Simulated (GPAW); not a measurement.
A series of runs on ScOF (P2_1/c, 12 atoms in the cell)

```
ScOF
1.0
    5.18428     0.00000     0.00000
    0.00000     5.15595     0.00000
   -0.89897     0.00000     5.17202
Sc O F
4 4 4
Direct
  0.69219   0.47249   0.28775
  0.30781   0.52751   0.71225
  0.30781   0.97249   0.21225
  0.69219   0.02751   0.78775
  0.54410   0.74629   0.01216
  0.45590   0.25371   0.98784
  0.45590   0.24629   0.48784
  0.54410   0.75371   0.51216
  0.94311   0.32531   0.65783
  0.05689   0.67469   0.34217
  0.05689   0.82531   0.84217
  0.94311   0.17469   0.15783
```

Base run A: LDA (Perdew-Wang 92), GPAW PAW datasets LDA (gpaw-data 1.0.1) (GPAW), self-consistent single point.

Its settings: mode = pw; ecut = 950 eV; xc = LDA; kpts = 3 3 3; mesh shift (steps) = 0 0 0; occupations.name = fermi-dirac; occupations.width = 0 eV; nbands = -6; convergence.density = 1e-05 e/electron; convergence.bands = -4; symmetry.symmorphic = false; symmetry.tolerance = 0.0005; maxiter = 150.

The starting cell comes from a database of computed structures (which also holds hypothetical and non-ambient phases and stackings), without a prior relaxation at this level. Another mesh or the band path of this cell gives a smaller gap, so this value is not converged in the mesh.

| run | change | largest force (eV/Å) | gap on the mesh (eV) |
|---|---|---|---|
| A | base | 0.152 | 4.532 |
| B | setups: default → {Sc: :d,1.0} [LDA (Perdew-Wang 92)+U] | 0.116 | 4.729 |
| C | setups: default → {Sc: :d,2.0} [LDA (Perdew-Wang 92)+U] | 0.089 | 4.928 |
| D | setups: default → {Sc: :d,3.0} [LDA (Perdew-Wang 92)+U] | 0.088 | 5.127 |
| E | setups: default → {Sc: :d,4.0} [LDA (Perdew-Wang 92)+U] | 0.156 | 5.326 |
| F | setups: default → {Sc: :d,5.0} [LDA (Perdew-Wang 92)+U] | 0.229 | 5.457 |
| G | setups: default → {Sc: :d,6.0} [LDA (Perdew-Wang 92)+U] | 0.305 | 5.435 |
| H | setups: default → {Sc: :d,7.0} [LDA (Perdew-Wang 92)+U] | 0.382 | 5.370 |
| I | setups: default → {Sc: :d,8.0} [LDA (Perdew-Wang 92)+U] | 0.461 | 5.291 |

Run C against A: The largest force goes from 0.152 to 0.089 eV/Å and the gap on the mesh goes from 4.532 to 4.928 eV.

Run G against A: The largest force goes from 0.152 to 0.305 eV/Å and the gap on the mesh goes from 4.532 to 5.435 eV.
